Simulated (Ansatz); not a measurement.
Take Mo in the bcc (W type) structure (space group Im-3m, No. 229; relaxed with 0.1 eV smearing) as the base.

```yaml
crystal:
  lattice:
    - [-1.57548, 1.57548, 1.57548]
    - [1.57548, -1.57548, 1.57548]
    - [1.57548, 1.57548, -1.57548]
  atoms:
    - { symbol: Mo, position: [0.00000, 0.00000, 0.00000] }
```

Cartesian axes are those of the cell as printed.

Level of theory: r2SCAN in Ansatz (plane waves to 500 eV, PAW, no spin-orbit coupling).

Strains are applied to the cell and any free atomic positions relax.

One change was made to it. Results:

```csv
quantity,base,after
"pressure (mean of the normal stresses, compression positive)",0.0 GPa,5.8 GPa
energy relative to the base (free energy F),0 meV/atom,+10 meV/atom
```

Q: Name the change that was made.
(A) uniaxial strain ε_zz = −0.50 %
(B) uniaxial strain ε_zz = −1.00 %
(C) uniaxial strain ε_zz = −3.00 %
(D) uniaxial strain ε_zz = −1.50 %
(E) uniaxial strain ε_zz = −2.00 %

A: E, uniaxial strain ε_zz = −2.00 %. For comparison, the energy relative to the base in the other runs: uniaxial strain ε_zz = −1.00 % gives +2.4 meV/atom; uniaxial strain ε_zz = −3.00 % gives +23 meV/atom; uniaxial strain ε_zz = −1.50 % gives +5.6 meV/atom; uniaxial strain ε_zz = −0.50 % gives +0.6 meV/atom.

Whether these cells are dynamically stable was not tested. All final runs are without spin polarisation.

Ansatz is a first-principles code.
